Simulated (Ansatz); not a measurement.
The reference is Nb in the bcc (W type) structure (space group Im-3m, No. 229; a = 3.2713 Å). Axes: x, y, z lie along the cube axes.

Calculations: PBEsol, PAW, 420 eV (Ansatz, an electronic-structure program; no SOC).

Base values:

- Pressure: 0.0 GPa
- Shortest interatomic distance: 2.833 Å

Now apply this change: uniaxial strain ε_zz = +2.39 %, all other strain components held at zero, atoms relaxed at fixed cell.

Q: How does this affect the pressure, shortest interatomic distance and energy relative to the base?

A: The pressure (mean of the normal stresses, compression positive) goes from zero to -4.1 GPa; the shortest interatomic distance goes up by 0.023 Å to 2.856 Å; the energy increases by 8.1 meV/atom.

Without a gap, meshes like the base's 20×20×20 leave anisotropic stresses uncertain by several tenths of a GPa, and small strain energies with them. Whether these cells are dynamically stable was not tested. All final runs are without spin polarisation.
